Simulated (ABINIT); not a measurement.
ABINIT run on CdPdF6 (P1, 8 atoms in the cell): self-consistent single point.

Computed with LDA (PW92), PAW (JTH v2.0 LDA PAW) (plane waves; ABINIT).

The change in words: lattice scaled by 0.98. Reference geometry:
```
CdPdF6
1.0
    2.52840     1.45977     4.83510
   -2.52840     1.45977     4.83510
    0.00000    -2.91954     4.83510
Cd Pd F
1 1 6
Direct
  0.50971   0.48185   0.50337
  0.00975   0.00061   0.99132
  0.40041   0.04982   0.78024
  0.59804   0.94909   0.21389
  0.76870   0.40656   0.05933
  0.21785   0.60766   0.95068
  0.05204   0.77936   0.39999
  0.94351   0.22506   0.60118
```

Reference input (self-consistent single point, DFT, LDA (PW92), plane waves, PAW (JTH v2.0 LDA PAW)): pseudos = [Cd.LDA_PW-JTH.xml, Pd.LDA_PW-JTH.xml, F.LDA_PW-JTH.xml]; ecut = 48 Ry; pawecutdg = 96 Ry; pawxcdev = 0; occopt = 1; ngkpt = 3 3 3; nshiftk = 1; shiftk = 0 0 0; potentials = JTH v2.0 LDA PAW; nband = 39; kptopt = 1; nstep = 60. This run's input differs from it in these lines:

```diff
@@ -3,7 +3,7 @@
 pseudos "Cd.LDA_PW-JTH.xml, Pd.LDA_PW-JTH.xml, F.LDA_PW-JTH.xml"
-acell 5.6481770379 5.6481770379 5.6481772287 Angstrom
+acell 5.5352135595 5.5352135595 5.5352135810 Angstrom
 rprim
-         0.4476488579    0.2584501141    0.8560455821
-        -0.4476488579    0.2584501141    0.8560455821
-         0.0000000000   -0.5169003878    0.8560455531
+         0.4476488528    0.2584501907    0.8560455616
+        -0.4476488528    0.2584501907    0.8560455616
+         0.0000000000   -0.5169003794    0.8560455582
 natom 8
@@ -13,10 +13,10 @@
 xcart
-         0.0704462808   -0.0221627619    7.2281363933
-         0.0230918772   -2.8790757322    4.8432054577
-         0.8864368128   -1.6207097237    5.9493934546
-        -0.8875897632    1.6339838961    8.5146783435
-         0.9156221340    1.5423818979    5.9693478999
-        -0.9855779052   -1.5704864385    8.5880412702
-        -1.8389558880    0.0458597972    5.9538852597
-         1.8165239232   -0.0493408948    8.5569225859
+         0.0690373552   -0.0217190200    7.0835735757
+         0.0226300397   -2.8214941138    4.7463412884
+         0.8687080765   -1.5882952531    5.8304055117
+        -0.8698379679    1.6013049203    8.3443846709
+         0.8973096913    1.5115347830    5.8499608679
+        -0.9658663471   -1.5390762514    8.4162803383
+        -1.8021767702    0.0449430070    5.8348074807
+         1.7801934447   -0.0483535026    8.3857840280
       Angstrom
```

Output (repeated stretches shortened):

```
--- !BeginCycle
solver: {iscf: 17, nstep: 60, nline: 4, wfoptalg: 10, }
tolerances: {tolvrs: 1.00E-12, }
...

     iter   Etot(hartree)      deltaE(h)  residm     nres2
 ETOT  1  -299.95319598123    -3.000E+02 6.614E+01 5.341E+02
 ETOT  2  -324.53671630950    -2.458E+01 2.977E-01 1.627E+03
 ETOT  3  -323.25241639898     1.284E+00 2.269E-01 3.328E+02
 ETOT  4  -323.09198727525     1.604E-01 5.869E-02 1.529E+02
 ETOT  5  -322.97939387078     1.126E-01 8.735E-03 4.068E+01
   [... 43 lines left out ...]
 ETOT 49  -322.94327130847    -1.364E-12 1.990E-12 2.868E-11
 ETOT 50  -322.94327130847     8.527E-13 1.481E-12 8.474E-12
 ETOT 51  -322.94327130847    -9.663E-13 7.913E-13 4.150E-12
 ETOT 52  -322.94327130847    -2.217E-12 6.143E-13 1.936E-13
 At SCF step   52       nres2   =  1.94E-13 < tolvrs=  1.00E-12 =>converged.

 Cartesian components of stress tensor (hartree/bohr^3)
  sigma(1 1)=  4.45417396E-05  sigma(3 2)= -4.02878552E-06
  sigma(2 2)=  4.65610314E-05  sigma(3 1)=  1.00508223E-05
  sigma(3 3)=  2.29506685E-05  sigma(2 1)= -2.34493660E-06

 ----iterations are completed or convergence reached----

 reduced coordinates (array xred) for    8 atoms
       0.509711000007      0.481849000000      0.503370999991
       0.009746000041      0.000613000023      0.991317999995
       0.400408000016      0.049816000021      0.780236000001
       0.598037999986      0.949085999983      0.213891000000
       0.768694999994      0.406559999989      0.059331999999
       0.217854000016      0.607657000032      0.950676999999
   [... lines left out ...]
 Fermi (or HOMO) energy (eV) =   0.80606   Average Vxc (eV)= -10.43140
   [... lines left out ...]
local_psp           : -2.68299971778050E+02
total_energy        : -3.22943271181814E+02
total_energy_eV     : -8.78773331713241E+03
...

-Cartesian components of stress tensor (GPa)         [Pressure= -1.1185E+00 GPa]
- sigma(1 1)=  1.31046300E+00  sigma(3 2)= -1.18530942E-01
- sigma(2 2)=  1.36987261E+00  sigma(3 1)=  2.95705353E-01
- sigma(3 3)=  6.75231867E-01  sigma(2 1)= -6.89904051E-02

 Calculation completed.
```

The run converged in 52 iterations. Against the reference run the free energy drops by 20.2 meV/atom, the pressure goes from -7.81 to -1.12 GPa, the largest force goes from 2.637 to 3.105 eV/Å and the gap on the mesh goes from 1.848 to 2.060 eV.

The starting cell comes from a database of computed structures (which also holds hypothetical and non-ambient phases and stackings), without a prior relaxation at this level. Its atoms were displaced at random from the sites of space group no. 148. For this run, on top of that: lattice scaled by 0.98. Forces in this geometry exceed 1 eV/Å.

Cost on one core of a shared machine: roughly 5 min.
